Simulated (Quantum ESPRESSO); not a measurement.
A self-consistent single point of Ta (Im-3m, 1 atom in the cell) with Quantum ESPRESSO.

Level of theory: PBE, spin-orbit coupling, PseudoDojo fully relativistic norm-conserving (PBE) pseudopotentials (plane waves; Quantum ESPRESSO 7.5).

```xyz
1
Lattice="-1.6779 1.6779 1.6779 1.6779 -1.6779 1.6779 1.6779 1.6779 -1.6779" Properties=species:S:1:pos:R:3 pbc="T T T"
Ta     0.0000     0.0000     0.0000
```

Reference input (self-consistent single point, DFT, PBE, plane waves, SSSP 1.1.2 precision (PBE) pseudopotentials): ecutwfc = 50 Ry; ecutrho = 400 Ry; occupations = smearing; smearing = fermi-dirac; degauss = 0.0099958 Ry; potentials = {Ta: Ta_pbe_v1.uspp.F.UPF}; K_POINTS = automatic 18 18 18 0 0 0; conv_thr = 1e-10 Ry. This run's input differs from it in these lines:

```diff
@@ -12,4 +12,3 @@
  ntyp = 1
- ecutwfc = 50
- ecutrho = 400
+ ecutwfc = 60
  occupations = 'smearing'
@@ -17,2 +16,4 @@
  degauss = 0.0099958
+ noncolin = .true.
+ lspinorb = .true.
 /
@@ -22,3 +23,3 @@
 ATOMIC_SPECIES
-Ta   180.9479  Ta_pbe_v1.uspp.F.UPF
+Ta   180.9479  Ta.upf
 ATOMIC_POSITIONS crystal
```

Output, abridged:

```
     Self-consistent Calculation

     iteration #  1     ecut=    60.00 Ry     beta= 0.70

     Threshold (ethr) on eigenvalues was too large:
     Diagonalizing with lowered threshold

     total energy              =    -130.46545465 Ry
     estimated scf accuracy    <       0.02562997 Ry

     iteration #  2     ecut=    60.00 Ry     beta= 0.70

     total energy              =    -130.47021533 Ry
     estimated scf accuracy    <       0.00080888 Ry

     iteration #  3     ecut=    60.00 Ry     beta= 0.70

     total energy              =    -130.47033174 Ry
     estimated scf accuracy    <       0.00004862 Ry

   [... 2 blocks of this kind left out ...]

     iteration #  6     ecut=    60.00 Ry     beta= 0.70

     total energy              =    -130.47033427 Ry
     estimated scf accuracy    <          5.3E-10 Ry

     iteration #  7     ecut=    60.00 Ry     beta= 0.70
     End of self-consistent calculation

     Number of k-points >= 100: set verbosity='high' to print the bands.

     the Fermi energy is    17.4742 ev

!    total energy              =    -130.47033427 Ry
     estimated scf accuracy    <          1.7E-11 Ry
     smearing contrib. (-TS)   =      -0.00627074 Ry
     internal energy E=F+TS    =    -130.46406353 Ry

     convergence has been achieved in   7 iterations

     Forces acting on atoms (cartesian axes, Ry/au):

     atom    1 type  1   force =     0.00000000    0.00000000    0.00000000

     Total force =     0.000000     Total SCF correction =     0.000000

          total   stress  (Ry/bohr**3)                   (kbar)     P=      -54.22
  -0.00036858   0.00000000   0.00000000          -54.22        0.00        0.00
   0.00000000  -0.00036858   0.00000000            0.00      -54.22        0.00
   0.00000000   0.00000000  -0.00036858            0.00        0.00      -54.22

   JOB DONE.
```

The run converged in 7 iterations. Against the reference run the pressure goes from -6.12 to -5.42 GPa.

The starting cell comes from a database of computed structures (which also holds hypothetical and non-ambient phases and stackings), without a prior relaxation at this level. Its lattice was rescaled by a random factor within 2.5 % of one. With a pressure of about -5 GPa the cell is away from its equilibrium volume at this level.

Cost on one core of a shared machine: roughly 2 min.
